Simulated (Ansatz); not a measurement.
## What isotropic strain +2.79 % does to Sn

The reference is Sn (space group I4/mmm, No. 139; a = 8.000 Å, c = 4.629 Å; a model cell; relaxed with 0.1 eV smearing).

One thing is altered: an isotropic linear strain of +2.79 %, atoms relaxed at fixed cell.

All numbers come from PBEsol (Ansatz, a quantum-chemistry and plane-wave program; PAW; 420 eV plane waves; no spin-orbit coupling). Settings: 15×15×15 k-points, 0.1 eV Fermi–Dirac smearing.

```csv
quantity,base,changed,shift
volume per atom,37.02 Å³,40.21 Å³,+3.19 Å³
space group,I4/mmm (No. 139),I4/mmm (No. 139),–
energy relative to the base (free energy F),0 meV/atom,+28 meV/atom,+28 meV/atom
band gap,zero,zero,–
```

Final structure:

```
Sn
1.0
   -4.11143     4.11143     2.37882
    4.11143    -4.11143     2.37882
    4.11143     4.11143    -2.37882
Sn
4
Direct
  0.17783   0.17783   0.35567
  0.17783   0.82217   0.00000
  0.82217   0.17783   0.00000
  0.82217   0.82217   0.64433
```

Whether these cells are dynamically stable was not tested. This is not the structure that Sn has at room temperature and ambient pressure.
